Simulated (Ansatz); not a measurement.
Functionals compared on the (211) surface of bcc V in its 1x1 cell, outermost plane spacing 1.22 Å in the ideal cut, in Ansatz (plane waves, PAW). The structure was relaxed with PBE; the other rows are single points on it, each with its references at the same level. Cutoff 420 eV (500 eV for r2SCAN).

Set-up: 9 atoms, 9.8 Å thick at the start (thin: gaps and levels are the slab's own); mesh 14x9x1; 0.1 eV smearing; dipole correction on; all atoms relaxed; start symmetry kept, larger cells not searched; no spin, no spin-orbit, no U. These notes are the PBE run's.

| functional | surface energy (J/m²) | work function of the top face (eV) | rough cost of the single point |
|---|---|---|---|
| PBE | 2.71 | 3.91 | – |
| LDA | 3.01 | 4.17 | very roughly 50 core-seconds |
| PBEsol | 2.95 | 3.99 | about 50 core-seconds (a rough figure) |
| RPBE | [?] | [?] | roughly 50 core-seconds |
| r2SCAN | 2.94 | 3.92 | about 70 core-seconds (a rough figure) |

Question: What belongs in the gaps?

Answer: 
- RPBE, surface energy (J/m²): 2.55
- RPBE, work function of the top face (eV): 3.77

Ansatz is a program for electronic structure.
